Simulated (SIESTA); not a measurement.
## Input and output of a self-consistent single point for Mg (P6_3/mmc, 2 atoms in the cell) (SIESTA)

Method of the run: SIESTA with GGA PBE, numerical atomic orbitals TZP, PseudoDojo PBE standard norm-conserving potentials (rewritten from UPF to PSML).

This input was run:

```
# files in the folder: Mg.psml (PseudoDojo PBE standard)
SystemName  Mg
SystemLabel mg

NumberOfAtoms                2
NumberOfSpecies              1
%block ChemicalSpeciesLabel
  1 12 Mg
%endblock ChemicalSpeciesLabel
LatticeConstant              1.0 Ang
%block LatticeVectors
     3.209767000    0.000000000    0.000000000
    -1.604884000    2.779740000    0.000000000
     0.000000000    0.000000000    5.202380000
%endblock LatticeVectors
AtomicCoordinatesFormat      Fractional
%block AtomicCoordinatesAndAtomicSpecies
     0.333333000    0.666667000    0.250000000  1
     0.666667000    0.333333000    0.750000000  1
%endblock AtomicCoordinatesAndAtomicSpecies

XC.functional                GGA
XC.authors                   PBE
PAO.BasisSize                TZP
PAO.EnergyShift              0.005 Ry
MeshCutoff                   300 Ry
%block kgrid.MonkhorstPack
   12   0   0  0.0
    0  12   0  0.0
    0   0   7  0.0
%endblock kgrid.MonkhorstPack
OccupationFunction           FD
ElectronicTemperature        100.0 meV

MaxSCFIterations             150
SCF.Mixer.Method             Pulay
SCF.Mixer.Weight             0.2
SCF.Mixer.History            6
SCF.DM.Tolerance             1.0E-04
Diag.ParallelOverK           true
WriteForces                  true
Charge.Mulliken              end
```

Output (repeated stretches shortened):

```
reinit: Reading from file input.fdf

reinit: System Name: Mg
reinit: System Label: mg

coor:   Atomic-coordinates input format  =     Fractional

siesta: Atomic coordinates (Bohr) and species
siesta:     -0.00000   3.50197   2.45777  1        1
siesta:      3.03279   1.75098   7.37331  1        2

siesta: System type = bulk

initatomlists: Number of atoms, orbitals, and projectors:      2    20    16

siesta: ******************** Simulation parameters ****************************
redata: Spin configuration                          = none
redata: Time-Reversal Symmetry                      = T
redata: Number of Atomic Species                    =        1
redata: Mesh Cutoff                                 =   300.0000 Ry
redata: Net charge of the system                    =     0.0000 |e|
redata: Min. number of SCF Iter                     =        0
redata: Max. number of SCF Iter                     =      150
redata: SCF convergence failure will abort job
redata: SCF mix quantity                            = Hamiltonian
redata: Mix DM or H after convergence               =   F
redata: Recompute H after scf cycle                 =   F
redata: Mix DM in first SCF step                    =   T
redata: No kicks to SCF
redata: DM Mixing Weight for Kicks                  =     0.5000
redata: Require Harris convergence for SCF          =   F
redata: Harris energy tolerance for SCF             =     0.000100 eV
redata: Require DM convergence for SCF              =   T
redata: DM tolerance for SCF                        =     0.000100
redata: Require EDM convergence for SCF             =   F
redata: EDM tolerance for SCF                       =     0.001000 eV
redata: Require H convergence for SCF               =   T
redata: Hamiltonian tolerance for SCF               =     0.001000 eV
redata: Require (free) Energy convergence for SCF   =   F
redata: (free) Energy tolerance for SCF             =     0.000100 eV
redata: Using DFT-D3 dispersion                     =   F
redata: Using Saved Data (generic)                  =   F
redata: Method of Calculation                       = Diagonalization
redata: Electronic Temperature                      =  1160.4518 K
redata: Number of TDED substeps                     =        3
redata: Dynamics option                             = Single-point calculation
redata: Save all siesta data in one NC              =   F
redata: ***********************************************************************

%block SCF.Mixers
  Pulay
%endblock SCF.Mixers

%block SCF.Mixer.Pulay
  # Mixing method
  method pulay
  variant stable

  # Mixing options
  weight 0.2000
  weight.linear 0.2000
  history 6
%endblock SCF.Mixer.Pulay

DM_history_depth set to one: no extrapolation allowed by default for geometry relaxation
Size of DM history Fstack: 1
Total number of electrons:    20.000000
Total ionic charge:    20.000000

* ProcessorY, Blocksize:    1  21

* Orbital distribution balance (max,min):    20    20

k-point displ. along   1 input, could be:     0.00    0.50
k-point displ. along   2 input, could be:     0.00    0.50
 Kpoints in:          576 . Kpoints trimmed:          516

siesta: k-grid: Number of k-points = 516
siesta: k-points from Monkhorst-Pack grid
siesta: k-cutoff (effective) =    18.208 Ang
siesta: k-point supercell and displacements
siesta: k-grid:    12     0     0      0.000
siesta: k-grid:     0    12     0      0.000
siesta: k-grid:     0     0     7      0.000

diag: Algorithm                                     = D&C
diag: Parallel over k                               =   F
diag: Use parallel 2D distribution                  =   F
diag: Parallel block-size                           = 21
diag: Parallel distribution                         =     1 x     1
diag: Used triangular part                          = Lower
diag: Absolute tolerance                            =  0.100E-15
diag: Orthogonalization factor                      =  0.100E-05
diag: Memory factor                                 =  1.0000

superc: Internal auxiliary supercell:     7 x     7 x     5  =     245
superc: Number of atoms, orbitals, and projectors:    490   4900   3920

                        Single-point calculation

superc: Internal auxiliary supercell:     7 x     7 x     5  =     245
superc: Number of atoms, orbitals, and projectors:    490   4900   3920

outcell: Unit cell vectors (Ang):
        3.209767    0.000000    0.000000
       -1.604884    2.779740    0.000000
        0.000000    0.000000    5.202380

outcell: Cell vector modules (Ang)   :    3.209767    3.209767    5.202380
outcell: Cell angles (23,13,12) (deg):     90.0000     90.0000    120.0000
outcell: Cell volume (Ang**3)        :     46.4173
new_DM -- step:     1
Initializing Density Matrix...

Attempting to read DM from file... Failed...
DM filled with atomic data:

InitMesh: MESH = 30 x 30 x 60 = 54000
InitMesh: Mesh cutoff (required, used) =   300.000   321.911 Ry

stepf: Fermi-Dirac step function

        iscf     Eharris(eV)        E_KS(eV)     FreeEng(eV)     dDmax    Ef(eV) dHmax(eV)
   scf:    1    -3225.930746    -3231.292708    -3231.319094  1.348321 -3.249616  2.810219
   scf:    2    -3231.323177    -3231.308063    -3231.334604  0.032542 -3.272174  2.176258
   scf:    3    -3231.349138    -3231.329915    -3231.356964  0.102143 -3.349748  0.010514
   scf:    4    -3231.329918    -3231.329917    -3231.356962  0.000497 -3.354292  0.027158
   scf:    5    -3231.329940    -3231.329929    -3231.356966  0.001392 -3.353963  0.001743
   scf:    6    -3231.329930    -3231.329929    -3231.356966  0.000092 -3.353943  0.000136

SCF Convergence by DM+H criterion
max |DM_out - DM_in|         :     0.0000924204
max |H_out - H_in|      (eV) :     0.0001358891
SCF cycle converged after 6 iterations

Using DM_out to compute the final energy and forces

siesta: E_KS(eV) =            -3231.3299

siesta: E_KS - E_eggbox =     -3231.3299

siesta: Atomic forces (eV/Ang):
     1   -0.000082    0.000047    0.000000
     2    0.000082   -0.000047    0.000000
   Tot    0.000000    0.000000    0.000000
   Max    0.000082
   Res    0.000055    sqrt( Sum f_i^2 / 3N )
   Max    0.000082    constrained

Stress tensor Voigt[x,y,z,yz,xz,xy] (kbar):      -18.88      -17.98      -10.29       -0.00        0.00        0.78
(Free)E + p*V (eV/cell)    -3230.9017
Target enthalpy (eV/cell)    -3231.3570

siesta: Program's energy decomposition (eV):
siesta: Ebs     =      -907.864484
siesta: Eions   =      3945.709855
siesta: Ena     =       267.972075
siesta: Ekin    =      1835.364926
siesta: Enl     =      -975.853361
siesta: Eso     =         0.000000
siesta: Edftu   =         0.000000
siesta: DEna    =        15.952658
siesta: DUscf   =         0.426200
siesta: DUext   =         0.000000
siesta: Ex      =      -405.523700
siesta: Ec      =       -23.958871
siesta: Exc     =      -429.482571
siesta: Eharris =     -3231.329930
siesta: Etot    =     -3231.329929
siesta: FreeEng =     -3231.356966

siesta: Stress tensor (static) (eV/Ang**3):
siesta:    -0.011783    0.000487    0.000000
siesta:     0.000487   -0.011220   -0.000000
siesta:     0.000000   -0.000000   -0.006420

siesta: Cell volume =         46.417287 Ang**3

siesta: Pressure (static):
siesta:                Solid            Molecule  Units
siesta:           0.00010682          0.00010681  Ry/Bohr**3
siesta:           0.00980784          0.00980658  eV/Ang**3
siesta:          15.71389003         15.71187256  kBar

mulliken: Atomic and Orbital Populations:

Species: Mg
Atom  Qatom  Qorb
               2s      3s      3s      3s      2py     2pz     2px     3py
               3pz     3px
   1 10.000   1.998   1.189  -0.964   0.836   2.016   2.015   2.016   0.307
              0.279   0.307
   2 10.000   1.998   1.189  -0.964   0.836   2.016   2.015   2.016   0.307
              0.279   0.307

mulliken: Qtot =       20.000

Mulliken Atomic Populations:
Atom #   charge [q] valence [e]  Species
     1    -0.000000   10.000000  Mg
     2     0.000000   10.000000  Mg
 Total    -0.000000
```

The run converged in 6 iterations.

The starting cell comes from a database of computed structures (which also holds hypothetical and non-ambient phases and stackings), without a prior relaxation at this level. Its lattice was rescaled by a random factor within 2.5 % of one. Values carry the incompleteness of an atom-centred basis.
